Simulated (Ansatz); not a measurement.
# A computed series for GaN: pressure series

Base system: GaN in the wurtzite structure (space group P6_3mc, No. 186; a = 3.183 Å, c = 5.186 Å).

Cell and atoms are relaxed at each pressure.

Levels (all Ansatz, a first-principles code, PAW, earlier PAW set): PBEsol (420 eV, without spin-orbit coupling); r2SCAN (500 eV, spin-orbit coupling left out); HSE06 (420 eV, spin-orbit coupling left out).

| pressure (GPa) | band gap, PBEsol (eV) | band gap, r2SCAN (eV) | band gap, HSE06 (eV) |
|---|---|---|---|
| -2 | 1.81 | 2.27 | 3.11 |
| -1 | 1.84 | 2.31 | 3.15 |
| 0 | 1.88 | 2.35 | 3.19 |
| 1.8 | ? | ? | ? |
| 4.2 | 2.02 | 2.50 | 3.36 |
| 9 | 2.16 | 2.65 | 3.52 |
| 18 | 2.40 | 2.91 | 3.80 |

Fit E_g = E₀ + αP + βP² to the rows shown and predict the withheld row.

Least squares on the printed values gives 

- PBEsol: E₀ = 1.88 eV, α = 34.2 meV/GPa, β = -0.29 meV/GPa² (largest residual 0.00 eV); this predicts 1.94 eV, and the run gives 1.94 eV, in agreement
- r2SCAN: E₀ = 2.35 eV, α = 36.8 meV/GPa, β = -0.31 meV/GPa² (largest residual 0.00 eV); this predicts 2.41 eV, and the run gives 2.41 eV, in agreement
- HSE06: E₀ = 3.19 eV, α = 40.2 meV/GPa, β = -0.36 meV/GPa² (largest residual 0.01 eV); this predicts 3.26 eV, and the run gives 3.26 eV, in agreement.

Single points use the geometry relaxed with PBEsol. Load acts through the strain it causes; cell and atoms are relaxed under it. Stability against distortions was not tested. Tetrahedral semiconductors of this kind turn to denser phases somewhere between about 1 and 50 GPa; those were not computed, so compressed cells here can lie past the real transition.
